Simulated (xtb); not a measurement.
xtb 6.7.1, GFN2-xTB: Ta(NMe)(OH)2(OSiH3) (C[N]=[Ta]([OH])([OH])[O][SiH3]), 15 atoms. The geometry is a generated start, not checked to be a minimum at this level.

```json
{
 "run_flags": "--grad",
 "method": "GFN2-xTB",
 "--acc": "1 (default)",
 "--etemp (K)": "300 (default)",
 "basis_functions": "48",
 "valence_electrons": "44"
}
```

```xyz
15

Ta     0.0220     0.4938     0.9043
N     -1.1181    -0.7858     0.3750
C     -1.9337    -1.8976     0.0594
H     -1.4117    -2.5782    -0.6233
H     -2.2005    -2.4578     0.9641
H     -2.8596    -1.5724    -0.4302
O      1.0680    -0.0344     2.3484
H      1.3335    -0.5859     3.0861
O     -1.0799     1.9943     1.3251
H     -2.0160     2.1924     1.4002
O      1.1337     0.8726    -0.6334
Si     2.0665     1.0480    -1.9275
H      1.4961     0.2592    -3.0267
H      3.4099     0.5689    -1.5677
H      2.0899     2.4829    -2.2537
```

Charge 0 and multiplicity 1 are set for this test and not shown to be the ground state.

One run each on 1 thread. Values of broydamp tried: 0.02, 0.05, 0.1, 0.2, 0.4 (default), 0.6, 0.8, 1.

Task: How does the count of SCC iterations change with broydamp, and where is it least?

Result: Fewest SCC iterations, within one of each other: 0.2 with 16, 0.4 (default) with 15, 0.6 with 15, 0.8 with 16. The count rises to 24 at 0.02. All converge to one solution.

| broydamp | SCC iterations | end |
|---|---|---|
| 0.02 | 24 | same solution |
| 0.05 | 22 | same solution |
| 0.1 | 19 | same solution |
| 0.2 | 16 | same solution |
| 0.4 (default) | 15 | same solution |
| 0.6 | 15 | same solution |
| 0.8 | 16 | same solution |
| 1 | 18 | same solution |
